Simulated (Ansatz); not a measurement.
Consider the formation energy of Nb_Sn in Nb3Sn (A15 (Cr3Si type), Pm-3n). Reaction: 16 Nb3Sn (A15 (Cr3Si type)) + Nb (bcc) → cell A + Sn (white tin).

Cell A: a supercell of 64 sites of Nb3Sn (A15 (Cr3Si type), Pm-3n) with Nb on a Sn site (12 Nb at 2.94 Å); spin state with PBE: run without spin, k-point mesh 4×4×4.
```
CELL_PARAMETERS angstrom
     10.64068     0.00000     0.00000
      0.00000    10.64068     0.00000
      0.00000     0.00000    10.64068
ATOMIC_POSITIONS crystal
  Nb 0.12576 0.00000 0.25021
  Nb 0.37570 0.00000 0.25003
  Nb 0.25003 0.37570 0.00000
  Nb 0.25021 0.12576 0.00000
  Nb 0.00000 0.25003 0.37570
  Nb 0.00000 0.25021 0.12576
  Sn 0.00000 0.00000 0.00000
  Sn 0.24982 0.24982 0.24982
  Nb 0.12576 0.00000 0.74979
  Nb 0.37570 0.00000 0.74997
  Nb 0.25203 0.37763 0.50000
  Nb 0.25142 0.12498 0.50000
  Nb 0.00000 0.25021 0.87424
  Nb 0.00000 0.25003 0.62430
  Sn 0.00000 0.00000 0.50000
  Sn 0.24982 0.24982 0.75018
  Nb 0.12498 0.50000 0.25142
  Nb 0.37763 0.50000 0.25203
  Nb 0.25021 0.87424 0.00000
  Nb 0.25003 0.62430 0.00000
  Nb 0.00000 0.74997 0.37570
  Nb 0.00000 0.74979 0.12576
  Sn 0.00000 0.50000 0.00000
  Sn 0.24982 0.75018 0.24982
  Nb 0.12498 0.50000 0.74858
  Nb 0.37763 0.50000 0.74797
  Nb 0.25142 0.87502 0.50000
  Nb 0.25203 0.62237 0.50000
  Nb 0.00000 0.74979 0.87424
  Nb 0.00000 0.74997 0.62430
  Sn 0.00000 0.50000 0.50000
  Sn 0.24982 0.75018 0.75018
  Nb 0.62430 0.00000 0.25003
  Nb 0.87424 0.00000 0.25021
  Nb 0.74997 0.37570 0.00000
  Nb 0.74979 0.12576 0.00000
  Nb 0.50000 0.25203 0.37763
  Nb 0.50000 0.25142 0.12498
  Sn 0.50000 0.00000 0.00000
  Sn 0.75018 0.24982 0.24982
  Nb 0.62430 0.00000 0.74997
  Nb 0.87424 0.00000 0.74979
  Nb 0.74797 0.37763 0.50000
  Nb 0.74858 0.12498 0.50000
  Nb 0.50000 0.25142 0.87502
  Nb 0.50000 0.25203 0.62237
  Sn 0.50000 0.00000 0.50000
  Sn 0.75018 0.24982 0.75018
  Nb 0.62237 0.50000 0.25203
  Nb 0.87502 0.50000 0.25142
  Nb 0.74979 0.87424 0.00000
  Nb 0.74997 0.62430 0.00000
  Nb 0.50000 0.74797 0.37763
  Nb 0.50000 0.74858 0.12498
  Sn 0.50000 0.50000 0.00000
  Sn 0.75018 0.75018 0.24982
  Nb 0.62237 0.50000 0.74797
  Nb 0.87502 0.50000 0.74858
  Nb 0.74858 0.87502 0.50000
  Nb 0.74797 0.62237 0.50000
  Nb 0.50000 0.74858 0.87502
  Nb 0.50000 0.74797 0.62237
  Nb 0.50000 0.50000 0.50000
  Sn 0.75018 0.75018 0.75018
```

Reference: Sn (white tin, I4₁/amd), 2 atoms in the cell, k-point mesh 22×22×22 on the run's own vectors. Conventional cell: a = b = 5.946 Å, c = 3.217 Å, α = β = γ = 90.00°.

Reference: Nb3Sn (A15 (Cr3Si type), Pm-3n), 64 atoms in the cell, the relaxed perfect crystal repeated, atoms not moved again; spin state with PBE: run without spin, k-point mesh 4×4×4 on the run's own vectors.

Reference: Nb (bcc, Im-3m), 1 atom in the cell; spin state with PBE: run without spin, k-point mesh 26×26×26 on the run's own vectors. Conventional cell: a = b = c = 3.312 Å, α = β = γ = 90.00°.

Computed with Ansatz (plane waves, PAW), its default PAW set, cutoff 420 eV. The structures are at rest with PBE, within the held lattices. Neutral cells; Fermi-Dirac smearing of at most 0.10 eV in the solids, energies taken to zero width. Larger cells are relaxed from a start prepared with the learned potential CHGNet, on a coarser mesh till forces fall under 0.03 eV/Å, which some starts already meet. A dispersion term (D3(BJ), or D4 for r2SCAN) was computed beside these levels and is taken off wherever the name lacks it. Nuclei at rest; no vibrational terms. The structures are the rest points that the relaxations reached, not proven lowest. The runs are scalar-relativistic, without spin-orbit coupling. Values are for these cell sizes. Mesh and cell size may move defect energies by 0.1 eV or more. The value holds for the reservoirs listed; other chemical potentials shift it. Cell A has symmetry Pm-3 within 0.02 Å and got no random move, so less symmetric positions, which may lie lower, weren't tried.

Q: What is the computed value (PBE)?

A: 0.30 eV, for 16 Nb3Sn (A15 (Cr3Si type)) + Nb (bcc) → cell A + Sn (white tin).

Ansatz is an electronic-structure program.
